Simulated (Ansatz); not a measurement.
Base system: Ag in the fcc (Cu type) structure (space group Fm-3m, No. 225; a = 4.054 Å; relaxed with 0.1 eV smearing). Axes: x, y, z lie along the cube axes.

Level of theory: PBEsol (Ansatz, a program for electronic structure, PAW, no SOC).

For the base:

- Pressure: 0.0 GPa

It is then changed as follows: biaxial strain +0.42 %, plane normal [111], relaxed out of plane (Cartesian); in-plane vectors clamped, the third vector and the atoms free.

How does this affect the pressure and out-of-plane strain?

The pressure (mean of the normal stresses, compression positive) goes from zero to -0.6 GPa; the out-of-plane strain comes out as -0.36 %.

Whether these cells are dynamically stable was not tested.
